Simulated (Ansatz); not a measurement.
Base system: YN in the rock salt structure (space group Fm-3m, No. 225; a = 4.906 Å).

Now apply this change: the cell is scaled by 1.0150 in all directions; the atoms relax in the strained cell.

The values are results of PBE (Ansatz, a first-principles code), without spin-orbit coupling, not measurements.

Base, band edges from the VBM (valence, conduction): X -0.40, 0.21; W -1.55, 3.98; L -2.22, 5.65; Γ 0.00, 3.13; K -1.30, 2.45; U -1.30, 2.45 eV.

**Question.** Give the band edges at the high-symmetry points of the new zone, measured from its valence-band maximum.

**Answer.** 
```csv
point,valence edge (eV),conduction edge (eV)
Γ,0.00,3.06
X,-0.43,0.28
U,-1.26,2.41
K,-1.26,2.41
L,-2.10,5.42
W,-1.57,3.87
```

The gap is 0.28 eV, indirect, Γ → X.

Whether these cells are dynamically stable was not tested. The zero or small gap of YN can change with the level of theory.
